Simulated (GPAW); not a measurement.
Band structure of YPt2 (Fd-3m, 6 atoms in the cell).

```
CELL_PARAMETERS angstrom
      0.00000     3.82539     3.82539
      3.82539     0.00000     3.82539
      3.82539     3.82539     0.00000
ATOMIC_POSITIONS crystal
  Y  0.50000 0.50000 0.50000
  Y  0.75000 0.75000 0.75000
  Pt 0.62500 0.12500 0.12500
  Pt 0.12500 0.12500 0.62500
  Pt 0.12500 0.62500 0.12500
  Pt 0.12500 0.12500 0.12500
```

Method of the run: PBEsol, GPAW PAW datasets PBEsol (made by gpaw-setup) (plane waves; GPAW).

Settings: mode = pw; ecut = 550 eV; xc = PBEsol; kpts = 6 6 6; mesh shift (steps) = 0 0 0; occupations.name = methfessel-paxton; occupations.width = 0.1 eV; occupations.order = 0; nbands = -14; convergence.density = 1e-05 e/electron; convergence.energy = 1e-05 eV/electron; symmetry.symmorphic = false; symmetry.tolerance = 0.0005; maxiter = 150.

The starting cell comes from a database of computed structures (which also holds hypothetical and non-ambient phases and stackings), without a prior relaxation at this level. Spin-orbit coupling is off. Spin polarisation is off.

Levels in eV from the Fermi level, bands 40 to 47:
| point | 40 | 41 | 42 | 43 | 44 | 45 | 46 | 47 |
|---|---|---|---|---|---|---|---|---|
| Γ | -0.97 | -0.35 | -0.35 | -0.35 | 0.58 | 0.58 | 0.58 | 0.65 |
| X | -1.69 | -1.63 | -1.63 | -0.14 | -0.14 | 1.76 | 1.76 | 2.24 |
| W | -2.27 | -1.14 | -1.14 | -0.10 | -0.10 | 1.56 | 1.56 | 1.73 |
| K | -2.04 | -1.48 | -1.11 | -0.30 | 0.28 | 1.41 | 1.49 | 2.06 |
| L | -1.47 | -1.47 | 0.54 | 0.57 | 0.63 | 0.63 | 1.11 | 1.11 |
| U | -2.04 | -1.48 | -1.11 | -0.30 | 0.28 | 1.41 | 1.49 | 2.06 |

Bands cross the Fermi level along this path, so the cell is metallic at this level.
